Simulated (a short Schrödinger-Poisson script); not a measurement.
# Gated Al0.33Ga0.67As/GaAs modulation-doped gas

Stack: gated Al0.33Ga0.67As/GaAs modulation-doped gas, at 150 K.

| layer | material | thickness (nm) | Nd (cm⁻³) | Na (cm⁻³) |
|---|---|---|---|---|
| 1 | Al0.33Ga0.67As | 20 | - | - |
| 2 | Al0.33Ga0.67As | 10 | 2.6e18 | - |
| 3 | Al0.33Ga0.67As | 10 | - | - |
| 4 | GaAs | 6000 | - | 1e14 |

The device is made up for the run: typed textbook-type constants, with dimensions and the other settings drawn at random. Al0.33Ga0.67As: permittivity 11.96, conduction-band edge (eV) 0.261, gap (eV) 1.836, electron mass (mₑ) 0.0944, Nv at 300 K (cm⁻³) 9e18. GaAs: permittivity 12.9, conduction-band edge (eV) 0, gap (eV) 1.424, Nv at 300 K (cm⁻³) 9e18.

Channel valleys (confinement mass, in-plane density-of-states mass, number): Γ 0.067, 0.067, 1. At the gate the conduction-band edge of layer 1 lies 1.01 eV − eVg above the Fermi level of the channel; the field vanishes at the back. Donor level 0.05 eV below the band edge. The barrier under the gate holds no holes. Gaps are held at their typed values at every temperature. Mesh 0.08 nm at interfaces.

Solved with a short Schrödinger-Poisson script written for these runs: 1D Poisson equation in equilibrium, electrons quantum, Hartree (BenDaniel-Duke, 40 states a valley, the channel's in-plane mass for all, wave functions free to enter the barrier), parabolic valleys, classical holes, donors ionised by Fermi statistics, acceptors fully, no traps, pinning or gate leakage.

| Vg (V) | electrons (cm⁻²) | in the channel layer | C (μF/cm²) | Γ E0 (meV) | Γ E1 (meV) |
|---|---|---|---|---|---|
| 0.5 | 6.47e11 | 6.35e11 | 0.409 | -14.1 | 16.4 |
| 0.45 | 6.39e11 | 6.27e11 | 0.398 | -13.8 | 16.6 |
| 0.4 | 6.29e11 | 6.18e11 | 0.386 | -13.4 | 16.7 |
| 0.35 | 6.16e11 | 6.06e11 | 0.371 | -12.9 | 17.0 |
| 0.3 | 5.99e11 | 5.89e11 | 0.353 | -12.2 | 17.3 |
| 0.25 | 5.74e11 | 5.65e11 | 0.327 | -11.1 | 17.8 |
| 0.2 | 5.38e11 | 5.30e11 | 0.291 | -9.6 | 18.6 |
| 0.15 | 4.86e11 | 4.79e11 | 0.253 | -7.2 | 19.8 |
| 0.1 | 4.22e11 | 4.17e11 | 0.231 | -4.1 | 21.4 |
| 0.05 | 3.54e11 | 3.50e11 | 0.223 | -0.4 | 23.3 |
| 0 | 2.86e11 | 2.83e11 | 0.217 | 3.8 | 25.7 |
| -0.05 | 2.19e11 | 2.18e11 | 0.210 | 8.7 | 28.6 |
| -0.1 | 1.55e11 | 1.54e11 | 0.200 | 14.7 | 32.4 |
| -0.15 | 9.49e10 | 9.45e10 | 0.184 | 22.7 | 38.1 |
| -0.2 | 4.23e10 | 4.22e10 | 0.150 | 35.0 | 47.8 |
| -0.25 | 7.48e9 | 7.46e9 | 0.0653 | 59.1 | 69.7 |
| -0.3 | 2.60e8 | 2.60e8 | 0.00593 | 103.1 | 113.1 |
| -0.35 | 5.90e6 | 5.88e6 | < 0.003 | 152.2 | 162.0 |

Subbands count from the Fermi level.
